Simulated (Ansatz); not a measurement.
## Band edges of zincblende SiC (F-43m) under hydrostatic pressure

Cell and atoms are relaxed with PBEsol to each stress (compression positive); bands and masses by PBE with spin-orbit coupling, rigid bands (plane waves, PAW; Ansatz, a first-principles code).

```
CSi
1.0
    0.00000     2.17843     2.17843
    2.17843     0.00000     2.17843
    2.17843     2.17843     0.00000
Si C
1 1
Direct
  0.00000   0.00000   0.00000
  0.25000   0.25000   0.25000
```

```
stress (GPa)  ln(V/V₀) (%)  gap (eV)  mean mₑ*
------------  ------------  --------  --------
-15.00                7.90     1.423      0.31
-10.00                4.97     1.398      0.31
-5.00                 2.36     1.375      0.30
0                        0     1.356      0.30
5.00                 -2.17     1.336      0.30
10.00                -4.16     1.316      0.30
20.00                -7.77     1.278      0.29
```

 Masses are conductivity masses at 300 K in electron masses, harmonic means over x, y and z.

Task: Estimate the bulk modulus from the two loads next to zero.

Result: B ≈ −Δp/Δln V = 10.00 GPa/4.53 % = 220 GPa (PBEsol), a mean over this interval.

Task: How fast does the gap move on either side of zero load?

Result: Under tension, (1.398 − 1.356) eV over -10.00 GPa = -4 meV/GPa, or about 0.8 eV per unit ln V; under compression, (1.316 − 1.356) eV over 10.00 GPa = -4 meV/GPa, or about 1.0 eV per unit ln V. The two slopes part by 0 meV/GPa; gaps are resolved to about 0.01 eV, which allows 2 meV/GPa, so these rows don't tell them apart.

Masses are those of dilute carriers in rigid bands with one relaxation time, without polarons. Third decimals of gaps are kept for the arithmetic. Every relaxation keeps the zincblende phase (space group F-43m under this load), so a transition, a distortion that breaks the symmetry or fracture can't show.
